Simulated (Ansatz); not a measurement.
The decay constant κ of evanescent states in the gap governs leakage through a thin film.

```
FeS2
1.0
    5.39682     0.00000     0.00000
    0.00000     7.63226     0.00000
    0.00000     3.81613     3.81613
Fe S
4 8
Direct
  0.50000   0.00000   0.50000
  0.00000   0.50000   0.00000
  0.50000   0.50000   0.50000
  0.00000   0.00000   0.00000
  0.11462   0.61462   0.50000
  0.88538   0.38538   0.50000
  0.61462   0.88538   0.00000
  0.38538   0.11462   0.00000
  0.88538   0.11462   0.27076
  0.11462   0.88538   0.72924
  0.38538   0.38538   0.22924
  0.61462   0.61462   0.77076
```

Space group of this cell: Pa-3. The cell is taken as given; by PBEsol its mean pressure is -6.3 GPa.

Transport runs along the normal of the first two printed cell vectors, the (110) plane of the conventional cell.

No gap correction and no spin-orbit coupling; mid-gap values are interpolated between computed energies.

Q: Compute, with PBEsol (Ansatz, a quantum-chemistry and plane-wave program), the band gap and the smallest decay constant κ at mid-gap.

A: Gap 0.60 eV on a 8×8×8 mesh; κ = 0.164 1/Å, at the zone centre.
